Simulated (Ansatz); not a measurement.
**Amorphous Si24O49Mg**

Preparation: random packing, a CHGNet melt and quench, and a DFT relaxation. O atoms were pushed apart under 1.9 Å during the dynamics, to hinder bonds among them. The hot cell started wider than the set density and was brought back towards it in steps. It is the lowest in DFT energy of 2 quenches. It is a model cell: composition and starting density were chosen by hand, and all elements were melted together. No dispersion term was used.

Methods: PBE, scalar-relativistic without spin-orbit coupling (Ansatz, a first-principles code); r2SCAN, scalar-relativistic without spin-orbit coupling (Ansatz); HSE06, scalar-relativistic without spin-orbit coupling (Ansatz). Geometry, pressure, stress and energy are those of the PBE run. Its sampling: a 2×2×2 Γ-centred mesh; Fermi-Dirac width 0.02 eV; no spin polarisation. Other functionals are single points at the zone centre (r2SCAN at 500 eV; exact exchange cut at the cell's faces), free to take moments where seeds were set. At PBE the levels at the filled edge of the gap are localised (band-tail or defect states), and the nearest spread-out levels lie 5.6 eV apart at the zone centre.

```json
{
 "number_of_atoms_in_the_cell": "74",
 "Density (held, not predicted)": "2.22 g/cm^3",
 "volume_per_atom": "15.01 Å³",
 "Pressure on a 2×2×2 Γ-centred mesh": "2.38 GPa",
 "Largest force and stress component on that mesh (the relaxation ran on the zone centre alone)": "0.03 eV/Å and 2.4 GPa",
 "Energy relative to alpha cristobalite + rock-salt MgO (lowest mix at this level among the phases computed, not always the ambient ones)": "0.106 eV/atom",
 "Level gap on a 2×2×2 Γ-centred mesh (PBE)": "4.37 eV",
 "Level gap at the zone centre (PBE)": "4.38 eV",
 "Level gap at the zone centre (r2SCAN)": "5.01 eV",
 "Level gap at the zone centre (HSE06)": "6.10 eV"
}
```

Neighbours within Si-Si 2.60 Å, Si-O 1.94 Å, Si-Mg 2.82 Å, O-O 1.58 Å, O-Mg 2.48 Å, Mg-Mg 3.19 Å count as bonded. Two cations that share two anions don't count as bonded, nor two that share one unless they lie closer than Si-Si 2.38 Å, Si-Mg 2.74 Å, Mg-Mg 3.10 Å.

The mean coordination of Si by anions comes out as 4.00 (24 with 4) and the mean coordination of O comes out as 2.02 (48 with 2, 1 with 3). The mean coordination of Mg by anions is 3.00 (1 with 3) and the mean Si-O bond is 1.631 Å (spread 0.032 Å, 96 counted). The mean O-Mg bond is 1.907 Å (spread 0.006 Å, 3 counted).

Its density started from a set value of 2.22 g/cm³. The quench (nominally 400 K/ps over its main leg) was far faster than any real one, so the model tends to hold more defects than a real film. One small periodic cell is one sample of the glass; other quenches scatter about these values. The volume was held where the preparation left it and the shape relaxed, at a PBE pressure of 2.4 GPa. Stress components on the final sampling reach 2.4 GPa.
